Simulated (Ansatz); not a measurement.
**Ti: transverse stress against strain**

Ti (hcp, P6_3/mmc, 16.745 Å³/atom at rest, c along z) under a strain ε along c (axis z), the other axes held. PBEsol in Ansatz, a plane-wave DFT program (PAW, default set), 420 eV, 23×23×13 Γ-centred mesh, Fermi-Dirac smearing 0.10 eV; ions are relaxed within the symmetry of each cell. Stress is positive for a compressed cell.

Here s stands for strain and y for stress xx.

```
strain (%)  stress xx (GPa)
----------  ---------------
-3.00                     ?
-1.50                  1.28
-1.00                  0.84
-0.50                  0.41
0.00                   0.00
0.50                  -0.41
1.00                  -0.81
1.50                  -1.19
```

Taking a straight line for y over the 7 complete rows: Means: s 0, y 0.017. About the means, the sum of products is -5.7650 and the sum of squares of s is 7.0000; the slope is their ratio. Least squares gives y = 0.017 - 0.8236·s. Residuals (row less fit): 0.028, -0.001, -0.019, -0.017, -0.015, -0.003, 0.028; standard error 0.022 (degrees of freedom: 5). The slope gives the elastic constant C13 = 82 ± 0.8 GPa.

Task: What does the fit predict for y at s = -3.00, and how far is the calculated value from it?

Result: y = 0.017 - 0.8236 × (-3.0) = 2.488 GPa. The calculation gives 2.68 GPa, 0.192 GPa above the prediction (5.0 % of the range of y in the table). The row lies outside the fitted rows, so this is an extrapolation. From the scatter of the fitted rows alone, a prediction at this place has a standard error of 0.035 GPa, so the miss is 5.5 times that.

One order more, fitted to all 13 runs of the series, follows each within 0.01, so the miss is the next term of a smooth law. In a metal these values are sensitive to mesh and smearing; energies are taken to zero smearing, stresses follow the free energy. Rows are the converged runs of the series near zero and its far end; series whose fitted rows scatter by over a few per cent of the range, as at a crossing or softening among them, aren't shown in this form. Most that stay on the fit to the last digits aren't either.
